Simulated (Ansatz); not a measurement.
Band structure of CdF2 (Fm-3m, 3 atoms in the cell).

```
CELL_PARAMETERS angstrom
      0.00000     2.72077     2.72077
      2.72077     0.00000     2.72077
      2.72077     2.72077     0.00000
ATOMIC_POSITIONS crystal
  Cd 0.00000 0.00000 0.00000
  F  0.25000 0.25000 0.25000
  F  0.75000 0.75000 0.75000
```

Method: PBEsol, PAW files made with PBE (plane waves; Ansatz, a quantum-chemistry and plane-wave program).

Settings: basis.ecutwfc = 420 eV; kpoints.mp_grid.grid = 7 7 7; hamiltonian.xc = pbesol; hamiltonian.pseudopotentials = {kind: paw} (the program's default PAW files); scf.occupations.method = fermi_dirac; scf.occupations.width = 0.02 eV; kpoints.band_path.npoints = 8.

The starting cell comes from a database of computed structures (which also holds hypothetical and non-ambient phases and stackings), without a prior relaxation at this level. Its lattice was rescaled by a random factor within 2.5 % of one.

Task: Predict the gap along the standard path and the places of the band edges.

Result: The gap along the path is 2.83 eV, from W to Γ; the smallest direct gap on it is 3.36 eV.

Levels in eV from the top of the valence band on the path, bands 14 to 20:
| point | 14 | 15 | 16 | 17 | 18 | 19 | 20 |
|---|---|---|---|---|---|---|---|
| Γ | -0.92 | -0.52 | -0.52 | -0.52 | 2.83 | 12.37 | 12.37 |
| X | -2.86 | -0.47 | -0.09 | -0.09 | 7.66 | 9.34 | 11.65 |
| W | -1.49 | -1.49 | -0.56 | 0.00 | 7.72 | 11.21 | 11.32 |
| K | -2.28 | -0.91 | -0.33 | -0.20 | 7.62 | 10.40 | 10.83 |
| L | -1.77 | -1.77 | -0.41 | -0.41 | 6.86 | 8.88 | 14.07 |
| U | -2.28 | -0.91 | -0.33 | -0.20 | 7.62 | 10.40 | 10.83 |

Keys are those of Ansatz 0.2.
